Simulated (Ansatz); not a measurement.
ZrCu (Cm, No. 8; cell taken from a computed entry) was calculated with PBEsol in Ansatz (PAW).

Run with plane-wave cutoff 500 eV, 12×12×12 k mesh, Fermi–Dirac smearing 0.1 eV, no spin polarisation, scalar-relativistic PAW data made under PBE.

Computed at the level's own relaxed cell.

Q: What does this level give for the volume per atom?

A: 
- volume per atom = 16.89 Å³/atom

The run finds no gap.

Note: the relaxation could not lower the start's symmetry, so the cell can be a saddle point above a distorted one.

Ansatz is a program for electronic structure.
